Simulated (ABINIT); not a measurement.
# A series of runs on Cu (Fm-3m, 1 atom in the cell)

```xyz
1
Lattice="0.0000 1.8279 1.8279 1.8279 0.0000 1.8279 1.8279 1.8279 0.0000" Properties=species:S:1:pos:R:3 pbc="T T T"
Cu     0.0000     0.0000     0.0000
```

Base run A: PBEsol, PAW (JTH v2.0 PBE PAW, files made for PBE) (ABINIT), self-consistent single point.

Its settings: pseudos = [Cu.GGA_PBE-JTH.xml]; ecut = 30 Ha; pawecutdg = 60 Ha; pawxcdev = 0; ixc = -116133; occopt = 7; tsmear = 0.00183747 Ha; ngkpt = 10 10 10; nshiftk = 1; shiftk = 0.5 0.5 0.5; potentials = JTH v2.0 PBE PAW; nband = 15; kptopt = 1; nstep = 100; tolvrs = 1e-11.

The starting cell comes from a database of computed structures (which also holds hypothetical and non-ambient phases and stackings), without a prior relaxation at this level. Its lattice was rescaled by a random factor within 2.5 % of one. Spin polarisation is off. The potentials were made for another functional than the one used. In the base run, with a pressure of about -11 GPa the cell is away from its equilibrium volume at this level.

ΔF is the free energy per atom less that of run A. 

Runs:
- B: lattice scaled by 0.97
- C: lattice scaled by 0.97; ecut: 30 Ha → 18 Ha; pawecutdg: 60 Ha → 36 Ha
- D: lattice scaled by 0.985
- E: lattice scaled by 0.985; ecut: 30 Ha → 18 Ha; pawecutdg: 60 Ha → 36 Ha
- F: lattice scaled by 1.015
- G: lattice scaled by 1.015; ecut: 30 Ha → 18 Ha; pawecutdg: 60 Ha → 36 Ha
- H: lattice scaled by 1.03
- I: lattice scaled by 1.03; ecut: 30 Ha → 18 Ha; pawecutdg: 60 Ha → 36 Ha
- J: ecut: 30 Ha → 18 Ha; pawecutdg: 60 Ha → 36 Ha

```
run  ΔF (meV/atom)  pressure (GPa)
---  -------------  --------------
A             0.00          -10.73
B            -27.3            2.56
C             99.8           -4.55
D            -24.9           -4.87
E            101.1          -11.86
F             43.6          -15.20
G            167.0          -21.39
H            102.6          -18.55
I            225.6          -24.60
J            124.6          -17.21
```

Run E against A: The free energy rises by 101 meV/atom and the pressure goes from -10.73 to -11.86 GPa.

Run H against A: The free energy goes up by 103 meV/atom and the pressure goes from -10.73 to -18.55 GPa.
